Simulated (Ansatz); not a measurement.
The reference is MgSe in the rock salt structure (space group Fm-3m, No. 225; a = 5.450 Å).

All numbers come from Kohn–Sham DFT with the PBEsol functional, run in Ansatz (an electronic-structure program) with PAW and 420 eV plane waves, spin-orbit coupling left out.

Before the change:

| Quantity | Value |
|---|---|
| Electron mass | 0.49 mₑ along k, 0.23 mₑ across (at X) |
| Gap character | indirect, Γ → X |

Now apply this change: an isotropic linear strain of −1.00 %, atoms relaxed at fixed cell.

Q: What happens to the electron mass, gap character and energy relative to the base?

A: The electron mass becomes 0.49 mₑ along k, 0.24 mₑ across (at X) (base: 0.49 mₑ along k, 0.23 mₑ across (at X)); the gap character stays indirect, Γ → X; the energy grows by 3.8 meV/atom.

Effective masses come from finite differences of ±0.01 Å⁻¹. Along k means along the line from Γ to the band edge. Gaps are Kohn–Sham eigenvalue differences; semilocal functionals usually give less than the measured gap. Whether these cells are dynamically stable was not tested.
